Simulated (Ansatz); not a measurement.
# A computed series for GaSb: response to strain

Base system: GaSb in the zinc blende structure (space group F-43m, No. 216; a = 6.1324 Å).

Strains are applied to the cell and any free atomic positions relax.

All numbers come from r2SCAN, PAW, 500 eV (Ansatz, a program for electronic structure; no spin-orbit coupling).

Notes on the quantities. energy relative to the base: free energy F.

```tsv
isotropic strain (%)	energy relative to the base (meV/atom)
-5.43	156.7
-2.08	?
-1.57	11.3
0	0.0
0.79	2.6
0.85	3.0
```

**Question.** Fit ΔE = Aε² + Bε³ (ε in %) to the rows shown and predict the withheld row.

**Answer.** Least squares on the printed values gives A = 4.29 and B = -0.19 meV/atom (largest residual 0.0 meV/atom); this predicts 20.3 meV/atom, and the run gives 20.3 meV/atom, in agreement.

Stability against distortions was not tested.
